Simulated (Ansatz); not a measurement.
Worked example: self-consistent single point of Mg (R3m, 3 atoms in the cell) in Ansatz (an electronic-structure program).

Method: PBEsol, harder PAW files (source: ansatz) made with PBE (plane waves; Ansatz).

```
Mg
1.0
    1.58792     0.91678     7.67678
   -1.58792     0.91678     7.67678
    0.00000    -1.83357     7.67678
Mg
3
Direct
  0.00217   0.00217   0.00217
  0.22193   0.22193   0.22193
  0.77807   0.77807   0.77807
```

Reference input (self-consistent single point, DFT, PBEsol, plane waves, default PAW files made with PBE): basis.ecutwfc = 420 eV; kpoints.mp_grid.grid = 8 8 8; hamiltonian.xc = pbesol; hamiltonian.pseudopotentials = {kind: paw} (the program's default PAW files); scf.occupations.method = gaussian; scf.occupations.width = 0.1 eV. This run's input differs from it in these lines:

Ansatz 0.2 input:
```diff
@@ -11,3 +11,3 @@
 basis:
-  ecutwfc: 420.0 eV
+  ecutwfc: 745.0 eV
 kpoints:
@@ -19,2 +19,3 @@
     kind: paw
+    source: ansatz
 scf:
```

Output, abridged:

```
SCF iter   1: F=—  HF=-5736.311681 eV  |F-HF|=—  |Δ(HF+E_count)|=         —  Δρ=1.37e-2  dr2=1.61e-1  ethr=3.10e-3  ⟨swp⟩=5.6  Hψ=5561  notcnv=0
all-band conjugate gradients solve this SCF's bands
preconditioner: auto → Kerker (q_TF=auto, 2.386 Å⁻¹)
SCF iter   2: F=—  HF=-5736.293219 eV  |F-HF|=—  |Δ(HF+E_count)|=   1.85e-2  Δρ=9.46e-3  dr2=7.95e-2  ethr=5.36e-4  ⟨swp⟩=2.0  Hψ=2003  notcnv=0  defer=2
   [... lines left out ...]
SCF iter   4: F=—  HF=-5736.273712 eV  |F-HF|=—  |Δ(HF+E_count)|=   1.18e-3  Δρ=3.19e-4  dr2=3.69e-5  ethr=9.16e-6  ⟨swp⟩=2.3  Hψ=2051  notcnv=0  defer=2
SCF iter   5: F=—  HF=-5736.273718 eV  |F-HF|=—  |Δ(HF+E_count)|=   5.32e-6  Δρ=4.41e-5  dr2=2.08e-6  ethr=1.23e-7  ⟨swp⟩=2.0  Hψ=1433  notcnv=0  defer=2
SCF iter   6: F=—  HF=-5736.273717 eV  |F-HF|=—  |Δ(HF+E_count)|=   3.38e-7  Δρ=1.07e-5  dr2=1.29e-7  ethr=6.93e-9  ⟨swp⟩=1.3  Hψ=1266  notcnv=0  defer=2
SCF iter   7: F=-5736.273717 eV  HF=-5736.273717 eV  |F-HF|=3.00e-10  |Δ(HF+E_count)|=   1.56e-8  Δρ=2.27e-6  dr2=2.59e-9  ethr=3.33e-10  ⟨swp⟩=5.4  Hψ=4644  notcnv=0
SCF 1 converged in 7 iterations: F = -5736.273717 eV  dr2 = 2.59e-9
Free energy (F): -5736.273717 eV
Internal energy: -5736.267787 eV  (E = F + TS)
E sigma→0 (E₀):  -5736.270752 eV
Entropy (-TS):   -0.005930 eV (-1.977 meV/atom)
Fermi energy:    5.772419 eV
--- Forces (eV/Å), atoms counted from 1 ---
  atom   1  Mg    -0.00000000     0.00000000    -0.14463340
  atom   2  Mg     0.00000000    -0.00000000     0.07828289
  atom   3  Mg     0.00000000    -0.00000000     0.06635060
--- Stress (GPa, compression-positive) ---
        0.596639       0.000000       0.000000
        0.000000       0.596639       0.000000
       -0.000000       0.000000      -0.113036
  P = ⅓ Tr σ = 0.3601 GPa (3.601 kbar)
  The stress holds the Pulay correction. Without it, at fixed plane waves, as pw.x and ABINIT print it: P = 0.3537 GPa
```

The run converged in 7 iterations. Against the reference run the pressure moves little (0.38 to 0.36 GPa) and the largest force stays at 0.145 eV/Å.

The starting cell comes from a database of computed structures (which also holds hypothetical and non-ambient phases and stackings), without a prior relaxation at this level. Its lattice was rescaled by up to half a per cent. One atom was moved a little off its site on purpose. Ansatz's pressure includes its estimate of the finite-basis (Pulay) stress.
